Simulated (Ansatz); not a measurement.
The starting structures come from a database of crystals and need not be the phases stable at ambient conditions.

```
LaTaO4
1.0
    7.67076     0.00000     0.00000
    1.51970     7.66611     0.00000
    0.00000     0.00000     5.57183
La Ta O
4 4 16
Direct
  0.65444   0.09792   0.22753
  0.34556   0.90208   0.77247
  0.34556   0.40208   0.72753
  0.65444   0.59792   0.27247
  0.83327   0.30358   0.73389
  0.16673   0.69642   0.26611
  0.16673   0.19642   0.23389
  0.83327   0.80358   0.76611
  0.66478   0.86411   0.51004
  0.33522   0.13589   0.48996
  0.33522   0.63589   0.01004
  0.66478   0.36411   0.98996
  0.61816   0.83152   0.98371
  0.38184   0.16848   0.01629
  0.38184   0.66848   0.48371
  0.61816   0.33152   0.51629
  0.83265   0.05257   0.83657
  0.16735   0.94743   0.16343
  0.16735   0.44743   0.33657
  0.83265   0.55257   0.66343
  0.94681   0.20869   0.41668
  0.05319   0.79131   0.58332
  0.05319   0.29131   0.91668
  0.94681   0.70869   0.08332
```

Space group of this cell: P2_1/c. The cell is taken as given.

Transport runs along the normal of the first two printed cell vectors.

No gap correction and no spin-orbit coupling; mid-gap values are interpolated between computed energies.

**Question.** Estimate the band gap and the smallest decay constant κ at mid-gap that r2SCAN in Ansatz (a program for electronic structure) returns for this system.

**Answer.** Gap 3.99 eV on a 4×4×6 mesh; κ = 0.400 1/Å, at the zone centre.
